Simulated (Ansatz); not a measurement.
The reference is BiB in the zinc blende structure (space group F-43m, No. 216; a = 5.457 Å; a hypothetical phase, not in the database extracts checked).

The change: every Bi is replaced by P; the structure is relaxed again.

Levels (all Ansatz, a first-principles code, PAW, earlier PAW set): PBEsol (420 eV, scalar-relativistic without spin-orbit coupling); r2SCAN (500 eV, no spin-orbit coupling); HSE06 (420 eV, no SOC); PBEsol+SOC (420 eV, with spin-orbit coupling); HSE06+SOC (420 eV, noncollinear with spin-orbit coupling).

One geometry, relaxed with PBEsol, under each level:

Notes on the quantities. hole mass: degenerate bands, along [100].

The valence-band top lists the three highest levels at Γ (Kramers pairs under SOC), from the VBM.

```json
[
 {"level": "PBEsol", "band gap": "1.11 eV", "lowest conduction level above the VBM at special points": "X 1.21 eV; K 2.02 eV; U 2.02 eV; Γ 3.38 eV", "valence-band top at Γ": "0.00, 0.00, 0.00 eV", "electron mass": "1.3 mₑ along k, 0.22 mₑ across (off the special points)", "hole mass": "0.25, 0.25, 0.34 mₑ (at Γ)", "pressure": "0.00 GPa"},
 {"level": "r2SCAN", "band gap": "1.39 eV", "lowest conduction level above the VBM at special points": "X 1.48 eV; K 2.36 eV; U 2.36 eV; Γ 3.61 eV", "valence-band top at Γ": "–", "electron mass": "1.3 mₑ along k, 0.22 mₑ across (off the special points)", "hole mass": "0.24, 0.24, 0.32 mₑ (at Γ)", "pressure": "1.85 GPa"},
 {"level": "HSE06", "band gap": "?", "lowest conduction level above the VBM at special points": "?", "valence-band top at Γ": "–", "electron mass": "–", "hole mass": "–", "pressure": "–"},
 {"level": "PBEsol+SOC", "band gap": "1.10 eV", "lowest conduction level above the VBM at special points": "X 1.19 eV; K 2.01 eV; U 2.01 eV; Γ 3.34 eV", "valence-band top at Γ": "0.00, 0.00, -0.04 eV", "electron mass": "1.3 mₑ along k, 0.22 mₑ across (off the special points)", "hole mass": "0.25, 0.31 mₑ (at Γ)", "pressure": "-0.01 GPa"},
 {"level": "HSE06+SOC", "band gap": "?", "lowest conduction level above the VBM at special points": "?", "valence-band top at Γ": "?", "electron mass": "–", "hole mass": "–", "pressure": "–"}
]
```

Problem. Give the withheld HSE06 and HSE06+SOC results.

Solution. 
- HSE06, band gap: 1.94 eV
- HSE06, lowest conduction level above the VBM at special points: X 2.04 eV; K 2.92 eV; U 2.92 eV; Γ 4.36 eV
- HSE06+SOC, band gap: 1.93 eV
- HSE06+SOC, lowest conduction level above the VBM at special points: X 2.02 eV; K 2.90 eV; U 2.90 eV; Γ 4.31 eV
- HSE06+SOC, valence-band top at Γ: 0.00, 0.00, -0.05 eV

Single points use the geometry relaxed with PBEsol. Their cutoffs differ, which shifts pressures a little. HSE06 gaps are upper bounds (no full band path). Differences between runs with and without spin-orbit coupling are approximate. Effective masses come from finite differences of ±0.01 Å⁻¹. Along k means along the line from Γ to the band edge. No phonon test of stability was made.
